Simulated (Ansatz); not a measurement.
Start from SiC in the zinc blende structure (space group F-43m, No. 216; a = 4.357 Å).

Structures relaxed with PBEsol (Ansatz, a first-principles code), spin-orbit coupling left out.

Base:

Simulated powder pattern, Mo Kα, λ = 0.71073 Å (kinematic, ideal powder, no thermal factors, no anomalous dispersion; the 10 strongest lines at most, above 2 %, up to 2θ = 40°):

```csv
2θ (°),I/Imax (%),hkl
16.24,100,(111)
18.78,19,(200)
26.68,53,(220)
31.39,42,(311)
32.83,6.0,(222)
38.08,8.2,(400)
```

Now apply this change: Pb takes the place of C on all its sites; the structure is relaxed again.

Task: Predict the new powder pattern.

Result: 
Simulated powder pattern, Mo Kα, λ = 0.71073 Å (kinematic, ideal powder, no thermal factors, no anomalous dispersion; the 10 strongest lines at most, above 2 %, up to 2θ = 40°):

```json
[
 {"2θ (°)": "11.42", "I/Imax (%)": "100", "hkl": "(111)"},
 {"2θ (°)": "13.19", "I/Imax (%)": "38", "hkl": "(200)"},
 {"2θ (°)": "18.70", "I/Imax (%)": "56", "hkl": "(220)"},
 {"2θ (°)": "21.96", "I/Imax (%)": "58", "hkl": "(311)"},
 {"2θ (°)": "22.95", "I/Imax (%)": "13", "hkl": "(222)"},
 {"2θ (°)": "29.00", "I/Imax (%)": "26", "hkl": "(331)"},
 {"2θ (°)": "29.77", "I/Imax (%)": "18", "hkl": "(420)"},
 {"2θ (°)": "32.69", "I/Imax (%)": "23", "hkl": "(422)"},
 {"2θ (°)": "34.73", "I/Imax (%)": "20", "hkl": "(511)"},
 {"2θ (°)": "39.73", "I/Imax (%)": "20", "hkl": "(531)"}
]
```

The indices refer to each structure's own conventional cell; one index is shown for lines that coincide.

No phonon test of stability was made. As relaxed here, PbSi is a hypothetical phase, not in the database extracts checked. The final runs are not spin-polarised.
